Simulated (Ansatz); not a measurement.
fcc Ir (0 0 1) on wurtzite ZnO (1 1 0) (film strained to the substrate, faces as cut)

A periodic stack without vacuum, fcc Ir (0 0 1) on wurtzite ZnO (1 1 0) (film strained to the substrate, faces as cut): substrate slab Zn16O16, film Ir24, surface cells [[0, 1], [-1, 0]] and [[2, 0], [2, 2]], film strained by -3.3 and +3.8 %, faces OZn/OZn and Ir/Ir as cut (like faces can put a slab off its formula).

The start was prepared with a machine-learned potential, and the result is one local minimum, with the in-plane cell held and forces under 0.04 eV/Å; the film can end far from its bulk form.

All values below come from PBE (plane waves to 420 eV, PAW; Ansatz, a first-principles code). Scalar-relativistic, without spin–orbit coupling; the runs are not spin-polarised; PBE gaps are too small against experiment. Its k-point mesh 5×5×1, Fermi–Dirac width 0.05 eV.

The interface area is 30.1 Å² and the period is 25.44 Å. The gaps between the outermost planes at the two interfaces is 2.14 and 2.14 Å, the Ir–Zn contacts across the interfaces within 1.22 times the sum of covalent radii is 8, mean 2.71 Å and the Ir–O contacts across the interfaces within 1.22 times the sum of covalent radii is 4, mean 2.18 Å.

```
CELL_PARAMETERS angstrom
      5.67978     0.00021     0.10144
      0.00019     5.29370    -0.04325
      0.95332     1.53912    25.44844
ATOMIC_POSITIONS crystal
  Zn 0.91208 0.40044 0.04314
  Zn 0.58402 0.90039 0.04312
  O  0.92268 0.77937 0.04245
  O  0.57372 0.27917 0.04238
  Zn 0.39121 0.39458 0.10503
  Zn 0.07422 0.89467 0.10510
  O  0.40329 0.77004 0.10702
  O  0.06101 0.27013 0.10706
  Zn 0.87879 0.37988 0.17120
  Zn 0.55363 0.87981 0.17117
  O  0.88664 0.75863 0.16966
  O  0.54651 0.25858 0.16965
  Zn 0.36560 0.36325 0.23445
  Zn 0.03528 0.86325 0.23449
  O  0.36857 0.74221 0.23515
  O  0.03191 0.24221 0.23519
  Zn 0.84926 0.34689 0.29973
  Zn 0.51895 0.84688 0.29972
  O  0.85257 0.72619 0.29903
  O  0.51593 0.22619 0.29904
  Zn 0.33081 0.33174 0.36299
  Zn 0.00563 0.83170 0.36303
  O  0.33792 0.70973 0.36453
  O  0.99777 0.20971 0.36457
  Zn 0.81011 0.31334 0.42912
  Zn 0.49313 0.81336 0.42914
  O  0.82323 0.68979 0.42716
  O  0.48095 0.18980 0.42716
  Zn 0.30019 0.28816 0.49105
  Zn 0.97222 0.78826 0.49106
  O  0.31038 0.66667 0.49181
  O  0.96139 0.16661 0.49181
  Ir 0.09718 0.35049 0.65251
  Ir 0.59245 0.35036 0.65209
  Ir 0.09391 0.85056 0.65229
  Ir 0.59889 0.85026 0.65224
  Ir 0.86021 0.61583 0.58308
  Ir 0.36313 0.62061 0.57593
  Ir 0.86487 0.12086 0.57582
  Ir 0.36532 0.11597 0.58312
  Ir 0.05849 0.31101 0.80495
  Ir 0.55911 0.31150 0.80548
  Ir 0.05528 0.81142 0.80557
  Ir 0.55654 0.81085 0.80486
  Ir 0.82557 0.57999 0.72928
  Ir 0.32463 0.58078 0.72875
  Ir 0.82808 0.08081 0.72864
  Ir 0.32719 0.07993 0.72936
  Ir 0.02410 0.27328 0.95116
  Ir 0.52008 0.27463 0.95829
  Ir 0.01750 0.77443 0.95842
  Ir 0.51860 0.77354 0.95109
  Ir 0.78963 0.54263 0.88174
  Ir 0.28439 0.54301 0.88218
  Ir 0.78688 0.04266 0.88192
  Ir 0.29188 0.04300 0.88193
```
